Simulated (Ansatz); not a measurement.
Ba₄N₂O (model structure, started from the Ca4P2O type, I4/mmm, No. 139, 7 atoms in the cell) was calculated with r²SCAN in Ansatz (PAW).

Excerpt of the program's output:

```
Crystal: 7 atoms, lattice volume = 176.556 Å³
Basis set: ecut = 560 eV, 5331 PW (Γ), FFT grids on a1+a3, a2+a3, a3, exchange–correlation on 120×120×192 points (27 copies of the dense FFT grid, shifted against one another)
Bands: 35, of which v1, the nominal top of the filled ones, is band 28 counted from 1 (27 counted from 0)
Symmetry: 16 space group operations
Space group: I4/mmm (ITA 139), of the structure as read, at distance tolerance 5.6e-5 Å
k-points: 349 of 4096
Functional: x = r2scan, c = r2scan; τ floored in thin density (d = 2e-4 eV/Å³)
SCF iter   1: F=—  HF=-25199.172728 eV  |F-HF|=—  |Δ(HF+E_count)|=         —  Δρ=1.21e-2  dr2=5.87e-1  dr2_τ=1.95e-1
SCF iter   2: F=—  HF=-25199.423858 eV  |F-HF|=—  |Δ(HF+E_count)|=   2.51e-1  Δρ=6.51e-3  dr2=7.89e-2  dr2_τ=1.79e-2
  ...
SCF iter  10: F=—  HF=-25199.411049 eV  |F-HF|=—  |Δ(HF+E_count)|=   3.60e-8  Δρ=1.85e-6  dr2=1.13e-8  dr2_τ=2.28e-10
SCF iter  11: F=-25199.411049 eV  HF=-25199.411049 eV  |F-HF|=2.26e-10  |Δ(HF+E_count)|=   1.58e-9  Δρ=4.23e-7  dr2=5.79e-10  dr2_τ=2.42e-11
SCF 1 converged in 11 iterations: F = -25199.411049 eV  dr2 = 5.79e-10
SCF converged after 11 iterations
Free energy (F): -25199.411049 eV
Internal energy: -25199.401659 eV  (E = F + TS)
E sigma→0 (E₀):  -25199.406354 eV
Fermi energy:    9.381633 eV
--- Forces (eV/Å), atoms counted from 1 ---
  atom   1  Ba    -0.00000000     0.00000000     0.03128158
  atom   2  Ba    -0.00000000     0.00000000    -0.03128158
  atom   3  Ba     0.00000000     0.00000000    -0.00000000
  atom   4  Ba     0.00000000     0.00000000     0.00000000
  atom   5  N      0.00000000     0.00000000     0.12172322
  atom   6  N      0.00000000     0.00000000    -0.12172322
  atom   7  O     -0.00000000     0.00000000     0.00000000
--- Stress (GPa, compression-positive) ---
        1.649243       0.000000      -0.000000
        0.000000       1.649243       0.000000
       -0.000000       0.000000       2.103486
  P = ⅓ Tr σ = 1.8007 GPa (18.007 kbar)
```

**Question.** Write an input file that could have produced this run (the log leaves some choices open).

**Answer.** This is not unique; one that fits is 
Ansatz 0.2 input:
```yaml
crystal:
  lattice:
    - [-2.4803440831, 2.4803440831, 7.174618157]
    - [2.4803440831, -2.4803440831, 7.174618157]
    - [2.4803440831, 2.4803440831, -7.174618157]
  atoms:
    - { symbol: Ba, position: [0.8030092651, 0.8030092651, 0.0] }
    - { symbol: Ba, position: [0.1969907349, 0.1969907349, 0.0] }
    - { symbol: Ba, position: [0.5, 0.0, 0.5] }
    - { symbol: Ba, position: [0.0, 0.5, 0.5] }
    - { symbol: N, position: [0.6302635867, 0.6302635867, 0.0] }
    - { symbol: N, position: [0.3697364133, 0.3697364133, 0.0] }
    - { symbol: O, position: [0.0, 0.0, 0.0] }
basis:
  ecutwfc: 560
  ecutrho_ratio: 4
  xc_grid: 3
kpoints:
  mp_grid: { grid: [16, 16, 16] }
hamiltonian:
  xc: r2scan
  dispersion: none
  pseudopotentials: { kind: paw }
scf:
  occupations: { method: fermi_dirac, width: 0.05 }
  convergence: { dr2_threshold: 0.0000000007 }
output:
  forces: true
  stress: true
  eigenvalues: true
```

The PAW data were made under PBE.

Note: the relaxation could raise the start's symmetry but not lower it, so the cell can be a saddle point. Note: cell and atoms aren't relaxed at this level (largest force component 0.12 eV/Å, pressure 1.8 GPa).

The result took roughly 3 core-minutes.

A model structure was made by putting elements into a prototype or built by hand; it is no filed structure, need not be a known phase, and can be a saddle point held by its symmetry.

Ansatz is a quantum-chemistry and plane-wave program.
